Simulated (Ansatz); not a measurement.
Data:

End structure of the (322) surface of tetragonal indium in its 1x1 cell, outermost plane spacing 0.43 Å in the ideal cut:

```xyz
25
Lattice="5.9710 0.0000 0.0000 -0.4020 10.6339 0.0000 0.0000 0.0000 26.5000" Properties=species:S:1:pos:R:3 pbc="T T T"
In     1.2886     7.2987     8.3557
In     2.4609     4.2694     8.6880
In     3.5120     1.0889     9.0463
In     4.1958     8.4461     9.2099
In     5.3119     5.1412     9.8138
In     0.4144     2.0574    10.1213
In     1.0375     9.6119    10.5685
In     2.2325     6.3458    11.2769
In     3.1826     3.1358    11.6666
In     3.8951    10.5546    11.9399
In     5.0585     7.3817    12.2600
In     0.0503     4.1011    12.8309
In     1.1292     0.9722    13.2500
In     1.8060     8.4771    13.6691
In     2.7688     5.1965    14.2400
In     3.9322     2.0236    14.5601
In     4.6447     9.4424    14.8334
In    -0.3762     6.2324    15.2231
In     0.8188     2.9663    15.9315
In     1.4419    10.5208    16.3787
In     2.5154     7.4370    16.6862
In     3.6315     4.1321    17.2901
In     4.7173     0.8555    17.4537
In    -0.6046     8.3088    17.8120
In     0.5678     5.2795    18.1443
```

Set-up: 25 atoms, 10.4 Å thick at the start (thin: gaps and levels are the slab's own); mesh 7x4x1; 0.1 eV smearing; dipole correction on; all atoms relaxed; held to the start's symmetry, so lower structures may exist; no spin, no spin-orbit, no U.

What is the computed work function of the top face (Ansatz (a quantum-chemistry and plane-wave program) with PBE)?

3.90 eV
